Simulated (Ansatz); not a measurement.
The reference is KCl in the rock salt structure (space group Fm-3m, No. 225; a = 6.381 Å).

Method: PBE/PAW in Ansatz (a quantum-chemistry and plane-wave program), no SOC.

Base values:

| Quantity | Result |
|---|---|
| Band gap | 5.05 eV |

Modification: an isotropic linear strain of −2.25 %; the atoms relax in the strained cell.

How does this affect the energy relative to the base and band gap?

The energy grows by 8.2 meV/atom; the band gap rises by 0.23 eV to 5.28 eV.

Stability against distortions was not tested.
